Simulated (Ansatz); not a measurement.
**AlFe in the CsCl type structure (space group Pm-3m, No. 221; ferromagnetic)**

```
AlFe
1.0
    2.84538     0.00000     0.00000
    0.00000     2.84538     0.00000
    0.00000     0.00000     2.84538
Al Fe
1 1
Direct
  0.00000   0.00000   0.00000
  0.50000   0.50000   0.50000
```

Level of theory: PBEsol (Ansatz, a first-principles code; PAW; 420 eV plane waves; no spin-orbit coupling). k-mesh 16×16×16 (Γ-centred); smearing 0.05 eV (Fermi–Dirac).

Volume per atom: 11.52 Å³
Density: 5.97 g/cm³
Band gap: zero
Magnetic state: ferromagnetic
Total energy: -2487.047 eV/atom (σ→0; compares only within this code and set-up)

The magnetic state is the one reached from the starting moments; the real material's order can differ, and small cells can't hold many antiferromagnetic ones. Stability against distortions was not tested.
